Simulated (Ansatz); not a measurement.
Ansatz (a first-principles code) run on V₆FeNi (Pm-3, 8 atoms in the cell): self-consistent single point.

Level of theory: PBEsol, PAW files made with PBE (plane waves; Ansatz).

```xyz
8
Lattice="4.6297 0.0000 0.0000 0.0000 4.6297 0.0000 0.0000 0.0000 4.6297" Properties=species:S:1:pos:R:3 pbc="T T T"
V      0.0000     2.3149     3.4626
V      0.0000     2.3149     1.1671
V      3.4626     0.0000     2.3149
V      1.1671     0.0000     2.3149
V      2.3149     3.4626     0.0000
V      2.3149     1.1671     0.0000
Fe     2.3149     2.3149     2.3149
Ni     0.0000     0.0000     0.0000
```

Reference input (self-consistent single point, DFT, PBEsol, plane waves, PAW files made with PBE): basis.ecutwfc = 420 eV; kpoints.mp_grid.grid = 5 5 5; hamiltonian.xc = pbesol; hamiltonian.pseudopotentials = {kind: paw} (the program's default PAW files); scf.occupations.method = fermi_dirac; scf.occupations.width = 0.1 eV. This run's input differs from it in these lines:

Ansatz 0.2 input:
```diff
@@ -18,3 +18,3 @@
   mp_grid:
-    grid: [5, 5, 5]
+    grid: [7, 7, 7]
 hamiltonian:
```

The program printed (abridged):

```
SCF iter   1: F=—  HF=-27571.634820 eV  |F-HF|=—  |Δ(HF+E_count)|=         —  Δρ=2.66e-1  dr2=5.80e1  ethr=3.10e-3  ⟨swp⟩=4.0  Hψ=5045  notcnv=0
all-band conjugate gradients solve this SCF's bands
preconditioner: auto → Kerker (q_TF=auto, 2.784 Å⁻¹)
SCF iter   2: F=—  HF=-27567.825242 eV  |F-HF|=—  |Δ(HF+E_count)|=    3.81e0  Δρ=9.56e-2  dr2=9.57e0  ethr=3.10e-3  ⟨swp⟩=2.5  Hψ=3552  notcnv=0
   [... lines left out ...]
SCF iter   7: F=—  HF=-27567.279310 eV  |F-HF|=—  |Δ(HF+E_count)|=   8.13e-5  Δρ=3.13e-4  dr2=1.26e-4  ethr=6.71e-7  ⟨swp⟩=1.2  Hψ=1641  notcnv=0
SCF iter   8: F=—  HF=-27567.279260 eV  |F-HF|=—  |Δ(HF+E_count)|=   4.97e-5  Δρ=1.72e-4  dr2=3.52e-5  ethr=1.12e-7  ⟨swp⟩=2.0  Hψ=1896  notcnv=0
SCF iter   9: F=—  HF=-27567.279459 eV  |F-HF|=—  |Δ(HF+E_count)|=   1.99e-4  Δρ=3.79e-5  dr2=1.67e-6  ethr=3.15e-8  ⟨swp⟩=1.0  Hψ=1632  notcnv=0
SCF iter  10: F=-27567.279459 eV  HF=-27567.279459 eV  |F-HF|=3.89e-8  |Δ(HF+E_count)|=   5.40e-8  Δρ=5.35e-6  dr2=3.58e-8  ethr=8.93e-11  ⟨swp⟩=5.1  Hψ=6503  notcnv=0
SCF 1 converged in 10 iterations: F = -27567.279459 eV  dr2 = 3.58e-8
Free energy (F): -27567.279459 eV
Internal energy: -27567.036071 eV  (E = F + TS)
E sigma→0 (E₀):  -27567.157765 eV
Entropy (-TS):   -0.243388 eV (-30.424 meV/atom)
Fermi energy:    17.686311 eV
--- Forces (eV/Å), atoms counted from 1 ---
  atom   1  V      0.00000000     0.00000000    -0.04378512
  atom   2  V      0.00000000     0.00000000     0.04378512
  atom   3  V     -0.04378512     0.00000000     0.00000000
  atom   4  V      0.04378512     0.00000000     0.00000000
  atom   5  V      0.00000000    -0.04378512     0.00000000
  atom   6  V      0.00000000     0.04378512     0.00000000
  atom   7  Fe     0.00000000    -0.00000000     0.00000000
  atom   8  Ni    -0.00000000     0.00000000     0.00000000
--- Stress (GPa, compression-positive) ---
       -4.249704       0.000000       0.000000
        0.000000      -4.249704       0.000000
        0.000000       0.000000      -4.249704
  P = ⅓ Tr σ = -4.2497 GPa (-42.497 kbar)
  The stress holds the Pulay correction. Without it, at fixed plane waves, as pw.x and ABINIT print it: P = -4.4255 GPa
```

The run converged in 10 iterations. Against the reference run the free energy goes down by 2.8 meV/atom, the pressure goes from -4.11 to -4.25 GPa and the largest force goes from 0.032 to 0.044 eV/Å.

The starting cell comes from a database of computed structures (which also holds hypothetical and non-ambient phases and stackings), without a prior relaxation at this level. Spin polarisation is off. With a pressure of about -4 GPa the cell is away from its equilibrium volume at this level. Ansatz's pressure includes its estimate of the finite-basis (Pulay) stress.
